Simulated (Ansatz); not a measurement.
# (Zr,Ta)N: TaZr₇N₈

A 16-atom cell of (Zr,Ta)N started in the rock salt structure, site fractions Zr 0.875, Ta 0.125, short-range order -0.14 in the first shell of the mixed sites (0 is random, a negative value favours unlike neighbours), space group Fm-3m at the end, an ordered arrangement that its symmetry holds.

The mixing enthalpy is taken against the end members in the rock salt type (which need not be the stable form of TaN), relaxed in the same cell and mesh, with TaN held in the symmetric form, which may not be a minimum.

All values below come from PBE (plane waves to 420 eV, PAW; Ansatz, a program for electronic structure). Spin–orbit coupling is left out; the runs are not spin-polarised. Its k-point mesh 5×5×5, Fermi–Dirac width 0.05 eV.

The volume per atom is 11.93 Å³. The N–Zr bonds is 2.292 Å on average, from 2.285 to 2.333 (42). The N–Ta bonds comes out as 2.237 Å on average, from 2.237 to 2.237 (6) and the mixing enthalpy per site of the mixed sublattice is -6 meV. The departure of the mean lattice parameter from Vegard's line is under 0.15 %, inside the noise of the relaxations.

```yaml
crystal:
  lattice:
    - [0.00000, 4.56966, 4.56966]
    - [4.56966, 0.00000, 4.56966]
    - [4.56966, 4.56966, 0.00000]
  atoms:
    - { symbol: Zr, position: [0.00000, 0.00000, 0.00000] }
    - { symbol: Zr, position: [0.00000, 0.00000, 0.50000] }
    - { symbol: Zr, position: [0.00000, 0.50000, 0.00000] }
    - { symbol: Zr, position: [0.00000, 0.50000, 0.50000] }
    - { symbol: Zr, position: [0.50000, 0.00000, 0.00000] }
    - { symbol: Zr, position: [0.50000, 0.00000, 0.50000] }
    - { symbol: Ta, position: [0.50000, 0.50000, 0.00000] }
    - { symbol: Zr, position: [0.50000, 0.50000, 0.50000] }
    - { symbol: N, position: [0.25525, 0.25525, 0.24475] }
    - { symbol: N, position: [0.25000, 0.25000, 0.75000] }
    - { symbol: N, position: [0.25525, 0.74475, 0.24475] }
    - { symbol: N, position: [0.25525, 0.74475, 0.75525] }
    - { symbol: N, position: [0.74475, 0.25525, 0.24475] }
    - { symbol: N, position: [0.74475, 0.25525, 0.75525] }
    - { symbol: N, position: [0.75000, 0.75000, 0.25000] }
    - { symbol: N, position: [0.74475, 0.74475, 0.75525] }
```
